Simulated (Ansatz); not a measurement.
Input and output of a self-consistent single point for Ir (Fm-3m, 1 atom in the cell) (Ansatz, an electronic-structure program).

Method of the run: PBE (plane waves, PAW; Ansatz).

```yaml
crystal:
  lattice:
    - [0.00000, 1.95587, 1.95587]
    - [1.95587, 0.00000, 1.95587]
    - [1.95587, 1.95587, 0.00000]
  atoms:
    - { symbol: Ir, position: [0.00000, 0.00000, 0.00000] }
```

Reference input (self-consistent single point, DFT, PBE, plane waves, default PAW files): basis.ecutwfc = 420 eV; kpoints.mp_grid.grid = 19 19 19; hamiltonian.xc = pbe; hamiltonian.pseudopotentials = {kind: paw} (the program's default PAW files); scf.occupations.method = cold; scf.occupations.width = 0.136 eV. This run's input differs from it in these lines:

Ansatz 0.2 input:
```diff
@@ -8,3 +8,3 @@
 basis:
-  ecutwfc: 420.0
+  ecutwfc: 735.0
 kpoints:
```

The program printed (abridged):

```
SCF iter   1: F=—  HF=-11935.289883 eV  |F-HF|=—  |Δ(HF+E_count)|=         —  Δρ=4.21e-3  dr2=3.03e-4  ethr=1.77e-3  ⟨swp⟩=5.0  Hψ=15648  notcnv=0
all-band conjugate gradients solve this SCF's bands
preconditioner: auto → none
SCF iter   2: F=—  HF=-11935.290265 eV  |F-HF|=—  |Δ(HF+E_count)|=   3.82e-4  S|Δr|=    0.00e0  Δρ=2.32e-3  dr2=1.06e-4  ethr=1.78e-6  ⟨swp⟩=2.4  Hψ=6405  notcnv=0
SCF iter   3: F=—  HF=-11935.290584 eV  |F-HF|=—  |Δ(HF+E_count)|=   3.18e-4  S|Δr|=    0.00e0  Δρ=3.87e-4  dr2=2.12e-5  ethr=6.26e-7  ⟨swp⟩=2.0  Hψ=3843  notcnv=0
SCF iter   4: F=—  HF=-11935.290588 eV  |F-HF|=—  |Δ(HF+E_count)|=   4.31e-6  S|Δr|=    0.00e0  Δρ=1.18e-4  dr2=9.18e-7  ethr=1.25e-7  ⟨swp⟩=2.3  Hψ=3787  notcnv=0
SCF iter   5: F=-11935.290588 eV  HF=-11935.290588 eV  |F-HF|=1.84e-8  |Δ(HF+E_count)|=   9.91e-8  S|Δr|=    0.00e0  Δρ=3.48e-5  dr2=3.84e-8  ethr=5.88e-10  ⟨swp⟩=4.0  Hψ=11316  notcnv=0
SCF 1 converged in 5 iterations: F = -11935.290588 eV  dr2 = 3.84e-8
Stability not checked (fill_not_monotonic)
Free energy (F): -11935.290588 eV
Internal energy: -11935.288687 eV  (E = F + TS)
E sigma→0 (E₀):  -11935.289955 eV
Entropy (-TS):   -0.001901 eV (-1.901 meV/atom)
Fermi energy:    24.042426 eV
--- Forces (eV/Å), atoms counted from 1 ---
  atom   1  Ir    -0.00000000     0.00000000     0.00000000
--- Stress (GPa, compression-positive) ---
      -10.078149       0.000000       0.000000
        0.000000     -10.078149      -0.000000
        0.000000       0.000000     -10.078149
  P = ⅓ Tr σ = -10.0781 GPa (-100.781 kbar)
  The stress holds the Pulay correction. Without it, at fixed plane waves, as pw.x and ABINIT print it: P = -10.0789 GPa
```

The run converged in 5 iterations. Against the reference run the free energy drops by 2.8 meV/atom and the pressure moves little (-10.04 to -10.08 GPa).

The starting cell comes from a database of computed structures (which also holds hypothetical and non-ambient phases and stackings), without a prior relaxation at this level. Its lattice was rescaled by a random factor within 2.5 % of one. Spin polarisation is off. Ansatz's pressure includes its estimate of the finite-basis (Pulay) stress.
